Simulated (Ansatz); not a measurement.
Start from Rh in the fcc (Cu type) structure (space group Fm-3m, No. 225; a = 3.782 Å; relaxed with 0.1 eV smearing).

The values are results of plane-wave PAW DFT at the PBEsol level (Ansatz, an electronic-structure program, 420 eV), scalar-relativistic without spin-orbit coupling, not measurements.

Base values:

```
Item       Result
--------  -------
Pressure  0.0 GPa
```

Perturbation: every lattice vector is stretched by 3.00 %; the atoms relax in the strained cell.

**Question.** What does the calculation give for the pressure after the change?

**Answer.** The pressure goes from zero to -20.7 GPa.

**Question.** What happens to the energy relative to the base?

**Answer.** The energy grows by 89 meV/atom.

Whether these cells are dynamically stable was not tested. The final runs are not spin-polarised. Rh lies near a magnetic instability that expansion can trigger; it was not tested.
